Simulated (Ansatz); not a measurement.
Consider Ag in the fcc (Cu type) structure (space group Fm-3m, No. 225; a = 4.0544 Å). Axes: x, y, z lie along the cube axes.

It is then changed as follows: biaxial strain −1.68 %, plane normal [001], relaxed out of plane (Cartesian); in-plane vectors clamped, the third vector and the atoms free.

Levels (all Ansatz, a first-principles code, PAW): PBEsol (420 eV, no spin-orbit coupling); r2SCAN (500 eV, spin-orbit coupling left out).

The geometry is relaxed with PBEsol.

| Quantity | Value |
|---|---|
| PBEsol pressure | 1.3 GPa |

Problem. What does r2SCAN give at this geometry for the pressure?

Solution. The pressure rises by 4.31 GPa (1.3 GPa → 5.7 GPa).

Single points use the geometry relaxed with PBEsol. Their cutoffs differ, which shifts pressures a little. No phonon test of stability was made.
